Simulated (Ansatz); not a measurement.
**Relaxation of cell and atoms of SrMg₂ (P6_3/mmc, 12 atoms in the cell) at several settings**

```
CELL_PARAMETERS angstrom
      6.48380     0.00000     0.00000
     -3.24190     5.61514     0.00000
      0.00000     0.00000    10.45140
ATOMIC_POSITIONS crystal
  Sr 0.33333 0.66667 0.06071
  Sr 0.66667 0.33333 0.56071
  Sr 0.33333 0.66667 0.43929
  Sr 0.66667 0.33333 0.93929
  Mg 0.00000 0.00000 0.00000
  Mg 0.00000 0.00000 0.50000
  Mg 0.83315 0.66630 0.25000
  Mg 0.16685 0.83315 0.75000
  Mg 0.33370 0.16685 0.25000
  Mg 0.16685 0.33370 0.75000
  Mg 0.83315 0.16685 0.25000
  Mg 0.66630 0.83315 0.75000
```

Base: PBEsol, default PAW files made with PBE run with Ansatz (a program for electronic structure). Its settings: basis.ecutwfc = 420 eV; kpoints.mp_grid.grid = 5 5 3; hamiltonian.xc = pbesol; hamiltonian.pseudopotentials = {kind: paw} (the program's default PAW files); scf.occupations.method = cold; scf.occupations.width = 0.2 eV. Starting volume 31.71 Å³ per atom.

Each line gives the change from the base single point and the result:

- hamiltonian.dispersion: default → d3bj; relax: default → cell and atoms [DFT, PBEsol-D3BJ, plane waves, default PAW files made with PBE]: pressure 0.00 GPa; largest force (vector length) 0.001 eV/Å; final cell a = b = 6.302 Å, c = 10.061 Å, α = β = 90.00°, γ = 120.00°; final volume per atom 28.83 Å³; relaxation steps 5.
- relax: default → cell and atoms: pressure 0.03 GPa; largest force (vector length) 0.003 eV/Å; final cell a = b = 6.4163 Å, c = 10.2359 Å, α = β = 90.00°, γ = 120.00°; final volume per atom 30.41 Å³; relaxation steps 4; free energy against the base single point -4.5 meV/atom.

The starting cell comes from a database of published, mostly measured structures (it also holds non-ambient and calculated ones), without a prior relaxation at this level. Ansatz's pressure includes its estimate of the finite-basis (Pulay) stress.

Left out of this page: 1 run of the series outside the window shown, repeating another row's setting, or not comparable.

Keys are those of Ansatz 0.2.
